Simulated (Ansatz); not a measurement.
How far PBE-D3(BJ) and r2SCAN+rVV10 part for hypothetical P6_3/mmc HgI2, electrons 2.0×10^21 cm⁻³

Start from HgI$_{2}$ (space group P6_3/mmc, No. 194; a = 4.166 Å, c = 14.183 Å; a hypothetical phase, not in the database extracts checked).

(Cell as relaxed with PBE-D3(BJ).)

Levels (all Ansatz, an electronic-structure program, PAW): PBE-D3(BJ) (420 eV, without spin-orbit coupling); r2SCAN+rVV10 (500 eV, spin-orbit coupling left out).

Each level relaxes its own structure.

```tsv
base	PBE-D3(BJ)	r2SCAN+rVV10
volume per atom	35.53 Å³	35.86 Å³
lattice parameter a	4.166 Å	4.155 Å
band gap	0.34 eV	0.66 eV
```

Modification: electrons 2.0×10^21 cm⁻³, on a uniform background at fixed cell.

```json
[
 {"quantity": "gap between the host's bands", "PBE-D3(BJ)": "0.21 eV", "r2SCAN+rVV10": "0.54 eV"},
 {"quantity": "shift of the gap caused by the change", "PBE-D3(BJ)": "-0.13 eV", "r2SCAN+rVV10": "-0.12 eV"},
 {"quantity": "Fermi level relative to the doped band's edge (positive inside the band; to 0.05 eV)", "PBE-D3(BJ)": "+0.60 eV", "r2SCAN+rVV10": "+0.60 eV"},
 {"quantity": "largest internal atomic displacement", "PBE-D3(BJ)": "0.047 Å", "r2SCAN+rVV10": "0.044 Å"}
]
```

PBE-D3(BJ)'s gap between the host's bands lies 0.33 eV below r2SCAN+rVV10's; the two agree on the Fermi level from band edge. Neither level is exact; r2SCAN+rVV10 is the comparison here, not a measurement.

Carriers are added with a uniform compensating background; total energy and stress of such cells depend on the potential's zero and are not compared; many-body gap narrowing is missing at this level. Spin-orbit coupling, missing from the scalar runs, can matter with Hg and I. No phonon test of stability was made.
